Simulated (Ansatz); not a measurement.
The reference is CaSe in the rock salt structure (space group Fm-3m, No. 225; a = 5.869 Å).

Method: PBEsol in Ansatz (plane waves to 420 eV, PAW, spin-orbit coupling left out).

One change was made to it. Results:

The volume per atom decreases by 1.97 Å³ (25.26 Å³ → 23.29 Å³); the band gap decreases by 0.24 eV, from 1.88 eV to 1.64 eV; the electron mass changes from 1.4 mₑ along k, 0.27 mₑ across (at X) to 1.4 mₑ along k, 0.25 mₑ across (at X); the smallest direct gap shrinks by 0.16 eV (2.85 eV → 2.69 eV).

**Question.** Which of these changes matches the shifts?
(A) pressure 0.3 GPa
(B) pressure −1 GPa
(C) pressure 5 GPa

**Answer.** C, pressure 5 GPa. For comparison, the band gap in the other runs: pressure 0.3 GPa gives 1.86 eV; pressure −1 GPa gives 1.93 eV.

Load acts through the strain it causes; cell and atoms are relaxed under it. Masses are band curvatures over ±0.01 Å⁻¹ around the edge. Along k means along the line from Γ to the band edge. Whether these cells are dynamically stable was not tested. No other phases were tried under pressure.

Ansatz is a first-principles code.
